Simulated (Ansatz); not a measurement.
## Lattice parameter a of Sc (model structure, started from the diamond type, Fd-3m, No. 227, 2 atoms in the cell) at several levels of theory

No measured value is used here.

| level (code) | value (Å) |
|---|---|
| LDA (Ansatz) | 5.990 |
| PBE (Ansatz) | (withheld) |
| PBEsol (Ansatz) | 6.258 |
| r²SCAN (Ansatz) | 6.330 |

Problem. Complete the blanks.

Solution. 
- PBE (Ansatz, a quantum-chemistry and plane-wave program), value (Å): 6.494

The crystal itself was run without spin with LDA, PBE, PBEsol, r²SCAN; a magnetic state was not tried in these runs. Cutoffs differ between the levels. Ansatz's density-functional and Hartree–Fock values are scalar-relativistic unless marked +SOC, with PAW data made under PBE.

A model structure was made by putting elements into a prototype or built by hand; it is no filed structure, need not be a known phase, and can be a saddle point held by its symmetry.
